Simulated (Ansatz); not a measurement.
GaP (Imm2), r2SCAN with spin-orbit coupling, rigid bands (Ansatz, a first-principles code): Condition of this run: uniaxial stress along [110] of -1 GPa (compression positive) (the target of the relaxation). band gap 1.77 eV, N_c = 1.59e19 cm⁻³ and N_v = 1.41e19 cm⁻³ at 300 K, conductivity masses along y (a = (0.01, 2.74, 2.72) Å; b = (2.74, 0.01, 2.72) Å; c = (2.74, 2.74, 0.00) Å) of 0.263 mₑ (electrons) and 0.477 mₑ (holes). Take k_BT = 0.02585 eV.

Q: What built-in voltage has an abrupt junction with N_A = 1e17 and N_D = 1e17 cm⁻³, all dopants ionised?

A: V_bi = E_g/e − (k_BT/e) ln(N_c N_v/(N_A N_D)) = 1.77 − 0.02585 × 10.02 = 1.51 V. It follows the computed gap one for one.

Q: A film of it is 8 nm thick, with its normal along the direction named. Estimate the confinement energies in an infinite well.

A: ħ²π²/(2m t²) = 0.376 eV·nm²/(m/mₑ × t²) gives 22.3 meV for electrons and 12.3 meV for holes, so the gap would widen to about 1.80 eV. Finite barriers and nonparabolic bands lower this, and with several valleys or bands the heaviest mass along the normal sets the lowest level, not this average.

Q: Find the intrinsic carrier density and the intrinsic Fermi level.

A: n_i = √(N_c N_v) exp(−E_g/2k_BT) = 1.50e19 × exp(−34.23) = 2.0e4 cm⁻³. The level lies (k_BT/2) ln(N_v/N_c) = -2 meV from mid-gap (positive towards the conduction band). Each 0.1 eV added to the gap lowers n_i by a factor of 6.9.

Rigid, parabolic bands with the computed gap; masses take one relaxation time for all states.
